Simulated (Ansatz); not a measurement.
Start from MgO in the rock salt structure (space group Fm-3m, No. 225).

```yaml
crystal:
  lattice:
    - [0.00000, 2.12694, 2.12694]
    - [2.12694, 0.00000, 2.12694]
    - [2.12694, 2.12694, 0.00000]
  atoms:
    - { symbol: Mg, position: [0.50000, 0.50000, 0.50000] }
    - { symbol: O, position: [0.00000, 0.00000, 0.00000] }
```

Level of theory: Ansatz (an electronic-structure program) PBE, without spin-orbit coupling.

Its conduction minimum is a single valley at Γ with mass 0.34 mₑ.

It is then changed as follows: electron doping at 2.0×10^22 cm⁻³ (0.385 per cell), with a uniform compensating background at fixed cell and a 300 K Fermi–Dirac width.

Question: Where would a parabolic band put the Fermi level, and where does the calculation put it?

Answer: k_F = (3π²n)^(1/3) = 0.840 Å⁻¹, so ħ²k_F²/2m = 8.0 eV above the band edge at zero temperature. The calculation gives 3.45 eV (to 0.05 eV): the band is strongly non-parabolic or higher valleys fill at this density.

Carriers are added with a uniform compensating background; total energy and stress of such cells depend on the potential's zero and are not compared; many-body gap narrowing is missing at this level. The levels and masses belong to the bands next to the band gap. Masses are band curvatures over ±0.01 Å⁻¹ around the edge. Stability against distortions was not tested. The base started in Pnma and relaxed to Fm-3m at this level.
